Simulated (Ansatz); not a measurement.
Structures of equal composition on the (100) surface of rock-salt TiC: a layer of Ti, one atom over each C; a layer of Ti, one atom over each Ti. The slabs share one bottom face, and each structure is named by its start. These are constructed structures in small cells; real faces may alloy, dewet or reconstruct in larger ones, and not all known structures of the face are among them. Slabs of about 13 Å, Fermi-Dirac smearing of 0.1 eV. Bottom of the slabs: a bare face, its two planes held. Relaxed from the named starts with such symmetry as they have, on meshes of like density; energies extrapolated to zero smearing; spin only where a row says so; no spin-orbit coupling, no U. Brackets mark spin-polarised runs, whose order is one that fits the cell.

Computed with PBE (plane waves to 420 eV, PAW; Ansatz, a program for electronic structure).

### Question
Rank these by energy per 1x1 cell (lowest first), as PBE gives it.

### Answer
a layer of Ti, one atom over each C (0.000 eV), a layer of Ti, one atom over each Ti (2.023 eV)
